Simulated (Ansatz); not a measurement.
Consider TaN in the rock salt structure (space group Fm-3m, No. 225; a = 4.3749 Å; relaxed with 0.1 eV smearing). Axes: x, y, z lie along the cube axes.

The values are results of plane-wave PAW DFT at the PBEsol level (Ansatz, a quantum-chemistry and plane-wave program, 420 eV), no SOC, earlier PAW set, not measurements.

Strains are applied to the cell and any free atomic positions relax; under biaxial strain the out-of-plane vector relaxes too.

One change was made to it. Results:

The energy goes up by 6.1 meV/atom; the pressure goes from zero to 8.5 GPa.

Which change produced these results?
(A) isotropic strain −5.01 %
(B) uniaxial strain ε_zz = +1.92 %
(C) uniaxial strain ε_zz = −2.58 %
(D) biaxial strain −4.05 %, plane normal [001], relaxed out of plane
(E) isotropic strain −0.75 %

E, isotropic strain −0.75 %. For comparison, the energy relative to the base in the other runs: uniaxial strain ε_zz = −2.58 % gives +19 meV/atom; isotropic strain −5.01 % gives +0.314 eV/atom; uniaxial strain ε_zz = +1.92 % gives +8.8 meV/atom; biaxial strain −4.05 %, plane normal [001], relaxed out of plane gives +108 meV/atom.

No phonon test of stability was made. All final runs are without spin polarisation. This is not the structure that TaN has at room temperature and ambient pressure.
